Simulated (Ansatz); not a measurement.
Structure of amorphous Ga24O39B2 (periodic cell):

```xyz
65
Lattice="9.3480 -0.0461 0.0329 -0.0461 9.0582 0.0124 0.0329 0.0124 9.5500" Properties=species:S:1:pos:R:3 pbc="T T T"
Ga     8.4364     0.7809     6.5484
Ga     6.8602     5.0844     1.8220
Ga     5.2483     1.0568     1.0739
Ga     4.4879     4.2656     5.5322
Ga     0.4844     3.5861     1.3711
Ga     4.8433     6.6006     3.4085
Ga     6.1041     2.3112     3.4618
Ga     6.2712     7.2920     6.2316
Ga     0.0829     6.5511     0.3146
Ga     3.2652     5.7582     0.8465
Ga     0.9989     1.1608     3.6995
Ga     2.7735     0.9604     8.3228
Ga     2.1827     5.8559     7.2446
Ga     7.6086     8.2433     2.6490
Ga     2.5006     8.4542     1.7562
Ga     8.4944     5.0775     7.0831
Ga     3.0850     8.3586     5.3451
Ga     1.6684     2.9241     6.0147
Ga     5.4500     5.4867     8.3944
Ga     7.2814     8.4872     8.9051
Ga     3.2930     3.4426     2.9035
Ga     5.3298     1.3310     6.5524
Ga     8.8626     4.2159     4.0762
Ga     0.1553     7.0992     4.8230
O      0.0674     4.0771     5.8191
O      3.6185     0.4598     0.4674
O      6.6533     0.1559     5.9491
O      7.1570     4.3914     8.2092
O      8.5971     4.9384     1.0714
O      0.2836     5.8260     3.5294
O      7.0800     3.9057     3.3305
O      4.7353     7.5413     4.9730
O      3.5235     5.8492     8.5386
O      6.4147     0.6149     2.6540
O      0.6168     1.3209     5.5854
O      4.7632     2.5257     2.1571
O      7.9634     6.4158     5.8491
O      1.7037     7.2624     6.0069
O      2.3343     4.1756     1.4846
O      1.7115     6.8982     0.9962
O      5.3449     5.0924     0.7204
O      1.0918     0.6652     1.7752
O      6.5274     0.9695     9.3557
O      2.3881     8.8358     3.7036
O      5.4654     2.7845     7.7261
O      2.4774     2.5903     7.6273
O      0.5292     5.7315     8.1806
O      2.7204     4.5983     5.9987
O      6.0889     7.2524     8.1413
O      3.7898     0.2552     6.8278
O      3.9674     7.1870     1.9297
O      6.6518     6.6302     2.9365
O      5.2070     2.5336     5.0825
O      1.2676     0.2052     9.0385
O      5.4983     5.4409     6.4658
O      8.8746     8.5968     3.9452
O      7.7962     2.3960     7.1573
O      8.1099     7.7267     0.8804
O      0.2496     2.2713     0.1545
O      4.3065     4.8332     3.7140
O      0.0771     2.7984     3.0245
O      2.4256     2.5087     4.2161
O      8.5926     8.4342     7.6643
B      0.8085     1.0710     0.4492
B      6.8096     3.0894     7.7402
```

The numbers are results of PBE, scalar-relativistic without spin-orbit coupling (plane waves to 420 eV, PAW; Ansatz, an electronic-structure program), not measurements.

Preparation: random packing, a CHGNet melt and quench, and a DFT relaxation. O atoms were pushed apart under 1.9 Å during the dynamics, to hinder bonds among them. The hot cell started wider than the set density and was brought back towards it in steps. It is the lowest in DFT energy of 2 quenches. It is a model cell: composition and starting density were chosen by hand, and all elements were melted together. No dispersion term was used. Its density started from a set value of 4.76 and ended at 4.76 g/cm³. Cooling (nominally 330 K/ps over its main leg) ran many orders faster than in experiment, which tends to leave more defects and strain. A cell of this size samples the disorder only roughly. The volume was held where the preparation left it and the shape relaxed, at a PBE pressure of 1.4 GPa. Stress components on the final sampling reach 1.5 GPa.

Bonds are counted up to Ga-Ga 2.68 Å, Ga-O 2.30 Å, Ga-B 2.27 Å, O-O 1.58 Å, O-B 1.80 Å, B-B 1.97 Å. Two cations that share two anions don't count as bonded, nor two that share one unless they lie closer than Ga-Ga 2.61 Å, Ga-B 2.20 Å, B-B 1.80 Å.

### Question
Give the coordination numbers, mean bond lengths and angles.

### Answer

The mean coordination of Ga by anions comes out as 4.29 (18 with 4, 5 with 5, 1 with 6) and the mean coordination of O is 2.79 (8 with 2, 31 with 3). The mean coordination of B by anions comes out as 3.00 (2 with 3). The mean Ga-O bond comes out as 1.906 Å (spread 0.068 Å, 103 counted). The mean O-B bond is 1.381 Å (spread 0.031 Å, 6 counted). The bond angle at Ga is mean 108.2°, spread 18.9° and the bond angle at O is mean 117.9°, spread 12.3°. The bond angle at B is mean 119.8°, spread 4.6°.

### Question
Which atoms depart from the most common coordination of their element?

### Answer
Ga8 has 5 (O49 1.92 Å, O37 1.94 Å, O27 1.97 Å, O32 2.00 Å, O55 2.02 Å); Ga10 has 5 (O33 1.87 Å, O51 1.93 Å, O40 1.93 Å, O39 1.94 Å, O41 2.19 Å); Ga11 has 6 (O35 1.93 Å, O42 1.99 Å, O44 1.99 Å, O61 2.00 Å, O62 2.03 Å, O56 2.13 Å); Ga15 has 5 (O40 1.90 Å, O42 1.93 Å, O51 1.95 Å, O26 1.98 Å, O44 1.99 Å); Ga18 has 5 (O46 1.83 Å, O35 1.96 Å, O48 1.98 Å, O25 1.98 Å, O62 2.00 Å); Ga19 has 5 (O49 1.89 Å, O41 1.92 Å, O55 1.93 Å, O33 1.97 Å, O28 2.04 Å); O30 has 2 (Ga23 1.82 Å, Ga24 1.82 Å); O43 has 2 (Ga3 1.78 Å, Ga20 1.80 Å); O45 has 2 (B65 1.38 Å, Ga22 1.87 Å); O46 has 2 (Ga12 1.80 Å, Ga18 1.83 Å); O54 has 2 (B64 1.37 Å, Ga12 1.83 Å); O57 has 2 (B65 1.34 Å, Ga1 1.84 Å); O59 has 2 (B64 1.36 Å, Ga5 1.81 Å); O63 has 2 (Ga1 1.80 Å, Ga20 1.81 Å).

### Question
List the pairs of like atoms that count as bonded by the rules above.

### Answer
There are none by these rules.
